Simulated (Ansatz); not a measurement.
The starting structures come from a database of crystals and need not be the phases stable at ambient conditions.

 Where the default PAW files enter, the runs use the earlier of Ansatz's two default sets.

**Evanescent states of CsNbN$_{2}$ (Fd-3m, not sure to be the ambient phase, 8 atoms a cell, 22.5 Å³ an atom, -3 GPa at this level) along the normal of (110)**

The numbers are results of PBEsol (plane waves, PAW; Ansatz, a quantum-chemistry and plane-wave program), not measurements.

The gap is the functional's own, uncorrected, and κ follows it; spin-orbit coupling is left out. Mid-gap values are interpolated between the computed energies.

Energies count from the valence-band top; κ is the least over a 6×4 mesh across the current.

```csv
E (eV),κ (1/Å),where
0.04,0.056,Γ
0.14,0.086,Γ
0.23,0.105,Γ
0.32,0.118,Γ
0.41,0.128,Γ
0.49,0.136,Γ
0.58,0.141,Γ
0.68,0.144,Γ
0.77,0.145,Γ
0.85,0.145,Γ
0.94,0.144,Γ
1.03,0.141,Γ
1.12,0.135,Γ
1.22,0.128,Γ
1.30,0.117,Γ
1.40,0.102,Γ
1.49,0.080,Γ
1.57,0.034,Γ
```

Question: How thick must the barrier be to attenuate the transmission by 10^4 when the electrodes' Fermi level lies at 0.32 eV, and what attenuation does that film give at 1.12 eV?

Answer: d = 4 ln 10 / (2 × 0.118) = 39.0 Å. At 1.12 eV it gives 4 × 0.135/0.118 = 4.6 decades.
